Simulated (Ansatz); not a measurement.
## Response to strain in CdSe

Take CdSe in the zinc blende structure (space group F-43m, No. 216; a = 6.133 Å) as the base. Axes: x, y, z lie along the cube axes.

Strains are applied to the cell and any free atomic positions relax; under biaxial strain the out-of-plane vector relaxes too.

All numbers come from r2SCAN (Ansatz, a first-principles code, PAW, no spin-orbit coupling).

Notes on the quantities. energy relative to the base: free energy F; pressure: mean of the normal stresses, compression positive.

```json
[
 {"change": "base", "energy relative to the base": "0 meV/atom", "pressure": "0.01 GPa", "shortest interatomic distance": "2.656 Å", "space group": "F-43m (No. 216)"},
 {"change": "biaxial strain −2.06 %, plane normal [001], relaxed out of plane", "energy relative to the base": "+3.4 meV/atom", "pressure": "0.62 GPa", "shortest interatomic distance": "2.646 Å", "space group": "I-4m2 (No. 119)"},
 {"change": "biaxial strain −2.42 %, plane normal [110], relaxed out of plane", "energy relative to the base": "(withheld)", "pressure": "1.20 GPa", "shortest interatomic distance": "2.632 Å", "space group": "Imm2 (No. 44)"},
 {"change": "biaxial strain +0.71 %, plane normal [110], relaxed out of plane", "energy relative to the base": "+0.7 meV/atom", "pressure": "-0.37 GPa", "shortest interatomic distance": "2.660 Å", "space group": "Imm2 (No. 44)"},
 {"change": "isotropic strain −3.15 %", "energy relative to the base": "+47 meV/atom", "pressure": "6.17 GPa", "shortest interatomic distance": "2.572 Å", "space group": "F-43m (No. 216)"},
 {"change": "isotropic strain −1.38 %", "energy relative to the base": "+8.4 meV/atom", "pressure": "2.37 GPa", "shortest interatomic distance": "2.619 Å", "space group": "F-43m (No. 216)"},
 {"change": "isotropic strain −0.61 %", "energy relative to the base": "(withheld)", "pressure": "0.99 GPa", "shortest interatomic distance": "2.640 Å", "space group": "F-43m (No. 216)"},
 {"change": "uniaxial strain ε_xx = +0.28 %", "energy relative to the base": "0.0 meV/atom", "pressure": "-0.14 GPa", "shortest interatomic distance": "2.658 Å", "space group": "I-4m2 (No. 119)"},
 {"change": "tensor shear ε_xy = +0.60 %", "energy relative to the base": "+0.3 meV/atom", "pressure": "0.00 GPa", "shortest interatomic distance": "2.654 Å", "space group": "Imm2 (No. 44)"},
 {"change": "tensor shear ε_xz = +1.27 %", "energy relative to the base": "+1.3 meV/atom", "pressure": "0.00 GPa", "shortest interatomic distance": "2.653 Å", "space group": "Imm2 (No. 44)"}
]
```

Problem. Complete the table.

Solution. 
- biaxial strain −2.42 %, plane normal [110], relaxed out of plane, energy relative to the base: +7.9 meV/atom
- isotropic strain −0.61 %, energy relative to the base: +1.6 meV/atom

A biaxial case was relaxed in a doubled cell and then solved in the primitive one. Stability against distortions was not tested.
